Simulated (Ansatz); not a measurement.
An Ansatz (a first-principles code) run: SiSe2 with a change (uniaxial strain ε_yy = −0.96 %); PBEsol in Ansatz (plane waves to 420 eV, PAW, no spin-orbit coupling).

Input:

Ansatz 0.2 input:
```yaml
crystal:
  lattice:
    - [-3.1506819085, 4.6061438071, 2.9277906692]
    - [3.1506819085, -4.6061438071, 2.9277906692]
    - [3.1506819085, 4.6061438071, -2.9277906692]
  atoms:
    - { symbol: Se, position: [0.8717060671, 0.794842943, 0.6665490101] }
    - { symbol: Se, position: [0.3717060671, 0.705157057, 0.0768631241] }
    - { symbol: Se, position: [0.6282939329, 0.294842943, 0.9231368759] }
    - { symbol: Se, position: [0.1282939329, 0.205157057, 0.3334509899] }
    - { symbol: Si, position: [0.75, 0.75, 0] }
    - { symbol: Si, position: [0.25, 0.25, 0] }
basis: { ecutwfc: 420, ecutrho_ratio: 4, xc_grid: 2, fft_grid_basis: typed }
kpoints: { mp_grid: { grid: [8, 8, 8] } }
hamiltonian:
  xc: pbesol
  dispersion: none
  pseudopotentials: { kind: paw }
scf: { occupations: { method: fermi_dirac, width: 0.05 }, convergence: { dr2_threshold: 0.0000000006 } }
relax: { f_tol: 0.005, max_steps: 50 }
output: { forces: true, stress: true }
checkpoint: { write: state.ck, write_every: 1000 }
```

Output (explanatory and most iteration lines left out):

```
Relaxation: its limit of steps is 50 (relax.max_steps)
Pseudopotential: Se, paw, valence charge 16
Pseudopotential: Si, paw, valence charge 4
Crystal: 6 atoms, lattice volume = 169.958 Å³
Basis set: ecut = 420 eV, 3329 PW (Γ), exchange–correlation on 90×90×90 points (8 copies of the dense FFT grid, shifted against one another)
Bands: 44, of which v1, the nominal top of the filled ones, is band 36 counted from 1 (35 counted from 0)
Symmetry: 8 space group operations
Space group: Ibam (ITA 72), of the structure as read, at distance tolerance 5.5e-5 Å
k-points: 95 of 512
Functional: x = pbesol(κ = 0.804, μ = 0.12345679012345678), c = pbesol(β = 0.046)
SCF iter   1: F=—  HF=-22942.250362 eV  |F-HF|=—  |Δ(HF+E_count)|=         —  Δρ=2.01e-3  dr2=7.53e-3  ethr=1.77e-3  ⟨swp⟩=7.2  Hψ=17704  notcnv=0  defer=16
SCF iter   2: F=—  HF=-22942.250074 eV  |F-HF|=—  |Δ(HF+E_count)|=   2.88e-4  Δρ=1.19e-3  dr2=2.30e-3  ethr=1.05e-5  ⟨swp⟩=2.9  Hψ=8413  notcnv=0  defer=43
SCF 1 converged in 8 iterations: F = -22942.250913 eV  dr2 = 3.90e-10
relax step   1: F+E_penalty+E_count = -22942.25091255 eV  Δ(F+E_penalty+E_count) = +0.000e0 eV  max|allowed force component| = 9.122e-2 eV/Å  Δτ_max = 0.0000 Å  (8 SCF iters, accepted)
Crystal: 6 atoms, lattice volume = 169.958 Å³
SCF iter   1: F=—  HF=-22942.252983 eV  |F-HF|=—  |Δ(HF+E_count)|=         —  Δρ=4.56e-4  dr2=4.46e-4  ethr=5.90e-7  ⟨swp⟩=2.0  Hψ=12242  notcnv=0  defer=265
SCF iter   2: F=—  HF=-22942.252877 eV  |F-HF|=—  |Δ(HF+E_count)|=   1.06e-4  Δρ=2.25e-4  dr2=7.98e-5  ethr=5.90e-7  ⟨swp⟩=2.0  Hψ=4729  notcnv=0  defer=265
SCF 2 converged in 7 iterations: F = -22942.252878 eV  dr2 = 2.76e-10
relax step   2: F+E_penalty+E_count = -22942.25287787 eV  Δ(F+E_penalty+E_count) = -1.965e-3 eV  max|allowed force component| = 7.626e-3 eV/Å  Δτ_max = 0.0073 Å  (7 SCF iters, accepted)
Crystal: 6 atoms, lattice volume = 169.958 Å³
SCF iter   1: F=—  HF=-22942.252874 eV  |F-HF|=—  |Δ(HF+E_count)|=         —  Δρ=4.89e-5  dr2=4.48e-6  ethr=9.19e-8  ⟨swp⟩=2.1  Hψ=7240  notcnv=0  defer=265
SCF iter   2: F=—  HF=-22942.252892 eV  |F-HF|=—  |Δ(HF+E_count)|=   1.79e-5  Δρ=2.50e-5  dr2=9.28e-7  ethr=6.22e-9  ⟨swp⟩=1.1  Hψ=4947  notcnv=0  defer=265
SCF 3 converged in 5 iterations: F = -22942.252892 eV  dr2 = 3.33e-10
relax step   3: F+E_penalty+E_count = -22942.25289213 eV  Δ(F+E_penalty+E_count) = -1.425e-5 eV  max|allowed force component| = 3.800e-4 eV/Å  Δτ_max = 0.0009 Å  (5 SCF iters, accepted)
SCF converged after 5 iterations
Free energy (F): -22942.252892 eV
Internal energy: -22942.252892 eV  (E = F + TS)
E sigma→0 (E₀):  -22942.252892 eV
Fermi energy:    5.369414 eV
--- Forces (eV/Å), atoms counted from 1 ---
  atom   1  Se     0.00038002    -0.00034796     0.00000000
  atom   2  Se    -0.00038002    -0.00034796    -0.00000000
  atom   3  Se     0.00038002     0.00034796    -0.00000000
  atom   4  Se    -0.00038002     0.00034796     0.00000000
  atom   5  Si     0.00000000     0.00000000     0.00000000
  atom   6  Si     0.00000000     0.00000000     0.00000000
--- Stress (GPa, compression-positive) ---
        0.049591       0.000000       0.000000
        0.000000       0.076702       0.000000
        0.000000       0.000000       0.036056
  P = ⅓ Tr σ = 0.0541 GPa (0.541 kbar)
--- Relaxed structure (3 steps of the walk, 3 accepted, 0 SCFs on fresh bases) ---
  atoms:
    - { symbol: Se, position: [0.8709792164019814, 0.794139311151437, 0.6651185275534185] }
    - { symbol: Se, position: [0.37097921640198145, 0.705860688848563, 0.07683990525054452] }
    - { symbol: Se, position: [0.6290207835980186, 0.29413931115143704, 0.9231600947494556] }
    - { symbol: Se, position: [0.1290207835980185, 0.20586068884856304, 0.3348814724465815] }
    - { symbol: Si, position: [0.7499999999999999, 0.7499999999999999, 6.745888298326604e-20] }
    - { symbol: Si, position: [0.24999999999999997, 0.24999999999999997, 6.745888298326604e-20] }
```

No phonon test of stability was made. The cell was made from SiSe2 (space group Ibam, No. 72; made of chains) by this change: uniaxial strain ε_yy = −0.96 %. No dispersion term is included in the PBEsol runs.
